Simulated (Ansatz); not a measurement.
CsCl-type PdIn was calculated with r²SCAN (Ansatz, an electronic-structure program, plane waves, PAW).

Run with plane-wave cutoff 560 eV, 18×18×18 k mesh, Fermi–Dirac smearing 0.05 eV, scalar-relativistic PAW data made under PBE.

Cell (relaxed at this level):

```yaml
crystal:
  lattice:
    - [3.26714, 0.00000, 0.00000]
    - [0.00000, 3.26714, 0.00000]
    - [0.00000, 0.00000, 3.26714]
  atoms:
    - { symbol: In, position: [0.50000, 0.50000, 0.50000] }
    - { symbol: Pd, position: [0.00000, 0.00000, 0.00000] }
```

Q: Give the computed bulk modulus B0 and pressure derivative B′ of the bulk modulus.

A: 
bulk modulus B0: 133 GPa
pressure derivative B′ of the bulk modulus: 5.6

The run finds no gap.

Spin–orbit coupling is not included.

The computed numbers hold no vibrational or temperature effects.
